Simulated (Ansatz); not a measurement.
Consider Mo in the bcc (W type) structure (space group Im-3m, No. 229; a = 3.1300 Å; relaxed with 0.1 eV smearing). Axes: x, y, z lie along the cube axes.

Level of theory: PBEsol, PAW, 420 eV (Ansatz, a program for electronic structure; without spin-orbit coupling).

Strains are applied to the cell and any free atomic positions relax.

One change was made to it. Results:

```json
[
 {"quantity": "band gap", "base": "zero", "after": "zero"},
 {"quantity": "energy relative to the base (free energy F)", "base": "0 meV/atom", "after": "+5.5 meV/atom"}
]
```

Q: Which of these changes matches the shifts?
A) uniaxial strain ε_zz = +0.50 %
B) uniaxial strain ε_zz = −2.50 %
C) uniaxial strain ε_zz = −1.50 %
D) uniaxial strain ε_zz = −0.50 %
E) uniaxial strain ε_zz = +2.00 %

A: C, uniaxial strain ε_zz = −1.50 %. For comparison, the energy relative to the base in the other runs: uniaxial strain ε_zz = +0.50 % gives +0.6 meV/atom; uniaxial strain ε_zz = +2.00 % gives +9.0 meV/atom; uniaxial strain ε_zz = −2.50 % gives +16 meV/atom; uniaxial strain ε_zz = −0.50 % gives +0.6 meV/atom.

Stability against distortions was not tested. All final runs are without spin polarisation.
